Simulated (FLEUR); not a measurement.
## Equation of state of rock-salt HfN (space group 225): energy against volume (FLEUR, PBE)

```
CELL_PARAMETERS angstrom
      0.00000     2.21982     2.21982
      2.21982     0.00000     2.21982
      2.21982     2.21982     0.00000
ATOMIC_POSITIONS crystal
  Hf 0.00000 0.00000 0.00000
  N  0.50000 0.50000 0.50000
```

Method: PBE, all-electron FLAPW (FLEUR), scalar-relativistic valence (FLEUR). Settings: Kmax = 5.02 1/bohr; GmaxXC = 20.1 1/bohr; xcFunctional = pbe; jspins = 1; l_soc = F; mode = hist; fermiSmearingEnergy = 0.00183747 Htr; mesh (inpgen div1-3) = 22 22 22; inpgen gamma flag = true; Gmax = 20.1 1/bohr; numbands = 0; maxIterBroyd = 40; imix = Anderson; alpha = 0.05; precondParam = 0; minDistance = 1e-05 me/bohr^3. The cell above is the first row's. The rows scale it uniformly. In all rows fractional positions and the k mesh are held. E is the free energy at the stated smearing, counted from the lowest row.

```csv
V (Å^3/atom),E (meV/atom)
10.938,?
11.176,25.72
11.414,8.23
11.652,0.00
11.889,0.10
12.127,7.70
12.365,21.93
12.603,42.23
12.841,67.96
```

Taking the third-order Birch-Murnaghan form, a cubic in V^(-2/3) for E over the 8 complete rows: With u = V^(-2/3) - 0.191, the rows have u = 0.009052, 0.006261, 0.003566, 0.000971, -0.001549, -0.003988, -0.006349, -0.008638. Least squares gives E = 2.154 - 2667.22·u + 577572·u² + 518752·u³. Residuals (row less fit): -0.001, 0.007, -0.011, -0.009, 0.031, -0.014, -0.007, 0.005; standard error 0.019 (degrees of freedom: 4). Its minimum lies at u = 0.002302, so V0 = (0.193302)^(-3/2) = 11.77. There d²E/du² = 1162000 and d³E/du³ = 3113000, so B0 = (4/9) × 11.77^(-7/3) × 1162000 × 0.160218 = 263 GPa (the last factor turns the table's units into GPa), and B0' = 4 + (2/3) × 0.193302 × (3113000)/1162000 = 4.3.

Q: Estimate the missing E (V = 10.938); what did the run itself give?

A: u = 0.011943, so E = 2.154 - 2667.22 × 0.011943 + 577572 × 0.011943² + 518752 × 0.011943³ = 53.565 meV/atom. The calculation gives 53.51 meV/atom, 0.055 meV/atom below the prediction (0.1 % of the range of E in the table). The row lies outside the fitted rows, so this is an extrapolation. From the scatter of the fitted rows alone, a prediction at this place has a standard error of 0.057 meV/atom, so the miss is 1.0 times that.

Carrying the step between the two nearest rows on in a straight line would have given 43.21, off by 10.30; series whose last step already gives the withheld value aren't shown. The scan was laid around a cell of about the measured size, scaled by a guess for this functional. The runs keep the symmetry of the cell, so they don't test it for distortions. Values depend on the basis (sphere radii, cutoffs, local orbitals), which need not be converged. Spin-orbit coupling is off. Cutoffs and mesh are single choices, not tested for convergence of this quantity. Series with a scatter that would blur these digits, or in which a gap closes, are not shown. Nor are scans whose minimum lies at an end fitted in this form.
